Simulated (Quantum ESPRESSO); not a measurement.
Quantum ESPRESSO 7.5, DFT, PBE, plane waves, SSSP 1.1.2 efficiency PBE: bcc Li, atoms displaced (Li10), 10 atoms. Basis and mesh were picked for this test and aren't claimed converged.

```yaml
cell: 3.51, 3.51, 17.55 Å; 90, 90, 90°
distance_to_the_nearest_atom: 2.87 to 2.99 Å
task: scf
k mesh: 5×5×1
ecutwfc: 45 Ry
ecutrho: 360 Ry
occupations: smearing
smearing: mv
degauss: 0.02 Ry
conv_thr: 1e-08 Ry
tprnfor: true
tstress: false
k-point pools (-nk): 8
diagonalization: david (default)
k-points computed: 13
bands: 19
electrons: 30
G-vectors of the density: 168289
FFT grid: 45×45×216
```

Settings of this run: mixing_mode = plain, mixing_beta = 0.7, mixing_ndim = 2; 8 ranks.

```
SCF iteration  band solver's avg # of iterations (first pass)  estimated scf accuracy (Ry)
-------------  ----------------------------------------------  ---------------------------
1                                                         1.8                   1.65682531
2                                                         1.0                   0.12092305
3                                                         8.7                  14.00367405
4                                                         7.9                   0.02084876
5                                                        12.6                   3.55909410
6                                                        10.2                   0.04710265
7                                                         3.2                   0.07948158
8                                                        10.0                   9.08493437
9                                                        12.7                   0.58988776
10                                                        6.0                   0.04023752
11                                                       11.6                   2.09405763
12                                                        9.4                   0.04063692
13                                                        7.5                   0.97033728
14                                                       10.9                   5.86282441
…                                                           …                            …
51                                                       21.5                  71.61071425
52                                                       25.8                  71.59034495
53                                                       21.5                  70.68511024
54                                                       22.7                  72.37075168
55                                                       20.1                  71.58966546
56                                                       22.3                  71.31093618
57                                                       22.5                  71.90775607
58                                                       23.5                  70.85694341
…                                                           …                            …
93                                                       22.1                  71.51303290
94                                                       23.8                  71.35985980
95                                                       20.0                  71.62322125
96                                                       20.8                  71.48979132
97                                                       23.9                  71.52383682
98                                                       23.1                  71.33680797
99                                                       20.0                  71.61055657
100                                                      20.8                  71.52609559
```

It was not converged after the 100 iterations allowed.

Which change of settings makes this cycle converge?

This is not unique; one that fits is mixing_ndim = 8 (default) (16 SCF iterations) or mixing_ndim = 16 (17 SCF iterations), all else kept. The other changes of this size gave: mixing_ndim = 4 (20). With more settings changed, the fewest of all runs of this system: mixing_mode = local-TF, mixing_ndim = 8 (default) (10). Counts are of single runs.
